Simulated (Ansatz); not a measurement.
Subject: the energy of configuration A over configuration B. The value is E(A) − E(B).

Cell A: a stack of composition In2C6Se3 built on C (graphite, P6₃/mmc) (0001), with 6 atoms on that crystal's sites, 11 atoms, hexagonal cell of 4.27 Å (15.8 Å²), symmetry P3m1, 9.9 Å thick under 15 Å of vacuum, in-plane vectors held at the crystal's, which may strain the added film; planes from bottom to top: C6 | Se | In | Se | In | Se, its two faces unlike (dipole correction applied); spin state with PBE: run without spin, k-point mesh 13×13×1.
```
CELL_PARAMETERS angstrom
      4.26944     0.00000     0.00000
      2.13472     3.69744     0.00000
      0.00000     0.00000    24.83394
ATOMIC_POSITIONS crystal
  C  0.66662 0.66673 0.30835
  C  0.66662 0.33332 0.30835
  C  0.33339 0.33332 0.30835
  C  0.33339 0.99995 0.30835
  C  0.99999 0.99995 0.30835
  C  0.99999 0.66673 0.30835
  Se 0.00000 0.33333 0.70891
  In 0.66667 0.00000 0.66368
  Se 0.66667 0.00000 0.56112
  In 0.33333 0.66667 0.49753
  Se 0.00000 0.33333 0.44727
```

Cell B: a stack of composition In2C6Se3 built on C (graphite, P6₃/mmc) (0001), with 6 atoms on that crystal's sites, 11 atoms, hexagonal cell of 4.27 Å (15.8 Å²), symmetry P3m1, 10.0 Å thick under 15 Å of vacuum, in-plane vectors held at the crystal's, which may strain the added film; planes from bottom to top: C6 | Se | In | Se | In | Se, its two faces unlike (dipole correction applied); spin state with PBE: run without spin, k-point mesh 13×13×1.
```
CELL_PARAMETERS angstrom
      4.26944     0.00000     0.00000
      2.13472     3.69744     0.00000
      0.00000     0.00000    24.83394
ATOMIC_POSITIONS crystal
  C  0.66663 0.66670 0.30605
  C  0.66663 0.33334 0.30605
  C  0.33337 0.33334 0.30605
  C  0.33337 0.99996 0.30605
  C  0.00000 0.99996 0.30605
  C  0.00000 0.66670 0.30605
  Se 0.00000 0.33333 0.44522
  In 0.66667 0.00000 0.49081
  Se 0.66667 0.00000 0.59302
  In 0.33333 0.66667 0.65733
  Se 0.00000 0.33333 0.70728
```

All numbers come from Ansatz (a program for electronic structure), plane waves with PAW, its PAW set soft_1, cutoff 420 eV, 500 eV for r2SCAN. The structures are at rest with PBE+D3(BJ), within the held lattices; other levels are single points on them. Neutral cells; Fermi-Dirac smearing of at most 0.10 eV in the solids, energies taken to zero width. The lattices are those relaxed with PBE+D3(BJ) or held as stated, so at other levels the solids can be strained, which adds to the spread. A dispersion term (D3(BJ), or D4 for r2SCAN) was computed beside these levels and is taken off wherever the name lacks it. Nuclei at rest; no vibrational terms. No structure search was made; lower ones may exist. The runs are scalar-relativistic, without spin-orbit coupling. No correction for cell size. Cell A has symmetry P3m1 and got no random move, so less symmetric positions, which may lie lower, weren't tried. Cell B has symmetry P3m1 and got no random move, so less symmetric positions, which may lie lower, weren't tried.

Problem. Predict the value from r2SCAN+D4.

Solution. -0.03 eV for A less B, too close to call.

Problem. How does the value move with the functional?

Solution. 
| Level | value (eV) | less r2SCAN+D4 |
|---|---|---|
| PBE | -0.03 | 0.00 |
| PBE+D3(BJ) | -0.03 | 0.00 |
| r2SCAN | -0.03 | 0.00 |

The levels span only 0.00 eV, too little to tell them apart.
